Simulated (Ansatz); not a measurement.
Worked example: relaxation of the atoms of ZnCu2SnSe4 (Fmm2, 8 atoms in the cell) in Ansatz (a program for electronic structure).

Computed with LDA (PW92), default PAW files made with PBE (plane waves; Ansatz).

The change in words: one atom moved by 0.15 angstrom; relax: default → atoms; relax.f_tol: default → 0.2 eV/Å. Reference geometry:
```yaml
crystal:
  lattice:
    - [-2.89326, 2.89326, 5.78918]
    - [2.89326, -2.89326, 5.78918]
    - [2.89326, 2.89326, -5.78918]
  atoms:
    - { symbol: Zn, position: [0.00000, 0.00000, 0.00000] }
    - { symbol: Cu, position: [0.75000, 0.25000, 0.50000] }
    - { symbol: Cu, position: [0.25000, 0.75000, 0.50000] }
    - { symbol: Sn, position: [0.50000, 0.50000, 0.00000] }
    - { symbol: Se, position: [0.62386, 0.62386, 0.51812] }
    - { symbol: Se, position: [0.37614, 0.89426, 0.00000] }
    - { symbol: Se, position: [0.10574, 0.10574, 0.48188] }
    - { symbol: Se, position: [0.89426, 0.37614, 0.00000] }
```

Reference input (self-consistent single point, DFT, LDA (PW92), plane waves, default PAW files made with PBE): basis.ecutwfc = 420 eV; kpoints.mp_grid.grid = 4 4 4; hamiltonian.xc = lda; hamiltonian.pseudopotentials = {kind: paw} (the program's default PAW files); scf.occupations.method = gaussian; scf.occupations.width = 0.1 eV. This run's input differs from it in these lines:

```diff
@@ -7,3 +7,3 @@
   atoms:
-    - { symbol: Zn, position: [0.000000, 0.000000, 0.000000] }
+    - { symbol: Zn, position: [0.012955, 0.012955, 0.000000] }
     - { symbol: Cu, position: [0.750000, 0.250000, 0.500000] }
@@ -24,2 +24,4 @@
   occupations: { method: gaussian, width: 0.1 }
+relax:
+  f_tol: 0.2
 output:
```

Output (repeated stretches shortened):

```
   [... SCF lines of the steps left out ...]
relax step   1: F+E_penalty+E_count = -43772.66872851 eV  Δ(F+E_penalty+E_count) = +0.000e0 eV  max|allowed force component| = 7.280e-1 eV/Å  Δτ_max = 0.0000 Å  (7 SCF iters, dr2 threshold 1.00e-4 eV, accepted)
relax step   2: F+E_penalty+E_count = -43772.70643731 eV  Δ(F+E_penalty+E_count) = -3.771e-2 eV  max|allowed force component| = 3.236e-1 eV/Å  Δτ_max = 0.0571 Å  (9 SCF iters, accepted)
relax step   3: F+E_penalty+E_count = -43772.72213415 eV  Δ(F+E_penalty+E_count) = -1.570e-2 eV  max|allowed force component| = 1.468e-1 eV/Å  Δτ_max = 0.0461 Å  (8 SCF iters, accepted)
the relaxation is at rest under the 4 symmetry operations that the run kept from its start: a minimum is not shown …
Free energy (F): -43772.722134 eV
Internal energy: -43772.718211 eV  (E = F + TS)
E sigma→0 (E₀):  -43772.720172 eV
Entropy (-TS):   -0.003924 eV (-0.490 meV/atom)
Fermi energy:    7.567075 eV
--- Forces (eV/Å), atoms counted from 1 ---
  atom   1  Zn    -0.00000000    -0.00000000    -0.13131182
  atom   2  Cu    -0.00000000     0.00000000    -0.01582905
  atom   3  Cu     0.00000000     0.00000000    -0.01582905
  atom   4  Sn     0.00000000    -0.00000000     0.14677521
  atom   5  Se     0.03036027     0.03036027    -0.00457055
  atom   6  Se    -0.05138223     0.05138223     0.01265721
   [... lines left out ...]
    - { symbol: Sn, position: [0.4987023640025099, 0.4987023640025099, -3.7618785267463584e-19] }
    - { symbol: Se, position: [0.6262341969889476, 0.6262341969889476, 0.5221168433923855] }
    - { symbol: Se, position: [0.37795765581168356, 0.8971838180871101, 0.0] }
    - { symbol: Se, position: [0.1041173535965621, 0.1041173535965621, 0.4778831566076143] }
    - { symbol: Se, position: [0.8971838180871101, 0.37795765581168356, 0.0] }
```

The run converged. 

Summary of the result:
Free energy E − TS (on the zero of these files): -43772.7221 eV
Fermi level (on the code's own zero): 7.57 eV
Pressure: -5.73 GPa
Largest force (vector length): 0.147 eV/Å
Relaxation steps: 3

The starting cell comes from a database of computed structures (which also holds hypothetical and non-ambient phases and stackings), without a prior relaxation at this level. Its lattice was rescaled by up to half a per cent. For this run, on top of that: one atom moved by 0.15 angstrom. Spin polarisation is off. The relaxation keeps the symmetry of its start, so its end need not be a minimum. Ansatz's pressure includes its estimate of the finite-basis (Pulay) stress. The run gives no clean gap (levels at the Fermi energy touch, overlap or are partly filled at this smearing), which alone does not show that the compound is a metal.

Cost on one core of a shared machine: roughly 70 s.

Keys are those of Ansatz 0.2.
